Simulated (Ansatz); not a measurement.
# Effect of uniaxial strain ε_zz = +3.00 % on Ru

The reference is Ru in the hcp (Mg type) structure (space group P6_3/mmc, No. 194; a = 2.704 Å, c = 4.263 Å; relaxed with 0.1 eV smearing). Axes: x lies along a and z along c of the hexagonal cell.

Modification: uniaxial strain ε_zz = +3.00 %, all other strain components held at zero, atoms relaxed at fixed cell.

Level of theory: r2SCAN, PAW, 500 eV (Ansatz, a first-principles code; scalar-relativistic without spin-orbit coupling). Γ-centred 24×24×14 mesh, Fermi–Dirac width 0.1 eV.

The space group is still P6_3/mmc (No. 194) and the energy increases by 24 meV/atom. The band gap stays zero and the stress (xx, yy, zz, yz, xz, xy; compression positive) amounts to (-4.9, -4.9, -18.3, 0.0, 0.0, 0.0) GPa.

Final structure:

```yaml
crystal:
  lattice:
    - [2.70429, 0.00000, 0.00000]
    - [-1.35214, 2.34198, 0.00000]
    - [0.00000, 0.00000, 4.39080]
  atoms:
    - { symbol: Ru, position: [0.66667, 0.33333, 0.75000] }
    - { symbol: Ru, position: [0.33333, 0.66667, 0.25000] }
```

Stability against distortions was not tested. All final runs are without spin polarisation.
